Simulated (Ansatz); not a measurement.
# Report: wurtzite BN (P6_3mc), hydrostatic pressure

Cell and atoms are relaxed with PBEsol to each stress (compression positive); bands and masses by PBE, rigid bands (plane waves, PAW, scalar-relativistic; Ansatz, a program for electronic structure).

```
CELL_PARAMETERS angstrom
      2.54101     0.00000     0.00000
     -1.27050     2.20058     0.00000
      0.00000     0.00000     4.20329
ATOMIC_POSITIONS crystal
  B  0.33333 0.66667 0.00027
  B  0.66667 0.33333 0.50027
  N  0.33333 0.66667 0.37473
  N  0.66667 0.33333 0.87473
```

```json
[
 {"stress (GPa)": "-18.00", "ln(V/V₀) (%)": "5.13", "gap (eV)": "5.292", "mean mₑ*": "0.43"},
 {"stress (GPa)": "-9.00", "ln(V/V₀) (%)": "2.44", "gap (eV)": "5.242", "mean mₑ*": "0.43"},
 {"stress (GPa)": "0", "ln(V/V₀) (%)": "0", "gap (eV)": "5.192", "mean mₑ*": "0.42"},
 {"stress (GPa)": "9.00", "ln(V/V₀) (%)": "-2.24", "gap (eV)": "5.144", "mean mₑ*": "0.42"},
 {"stress (GPa)": "18.00", "ln(V/V₀) (%)": "-4.32", "gap (eV)": "5.094", "mean mₑ*": "0.41"}
]
```

 Masses are conductivity masses at 300 K in electron masses, harmonic means over x, y and z.

Q: Estimate the bulk modulus from the two loads next to zero.

A: B ≈ −Δp/Δln V = 18.00 GPa/4.68 % = 380 GPa (PBEsol), a mean over this interval.

Q: How fast does the gap move on either side of zero load?

A: Under tension, (5.242 − 5.192) eV over -9.00 GPa = -6 meV/GPa, or about 2.0 eV per unit ln V; under compression, (5.144 − 5.192) eV over 9.00 GPa = -5 meV/GPa, or about 2.1 eV per unit ln V. The two slopes part by 1 meV/GPa; gaps are resolved to about 0.01 eV, which allows 2 meV/GPa, so these rows don't tell them apart.

Masses are those of dilute carriers in rigid bands with one relaxation time, without polarons. Third decimals of gaps are kept for the arithmetic. Spin-orbit coupling is left out. Every relaxation keeps the wurtzite phase (space group P6_3mc under this load), so a transition, a distortion that breaks the symmetry or fracture can't show. Wurtzite isn't the common bulk form of this compound.
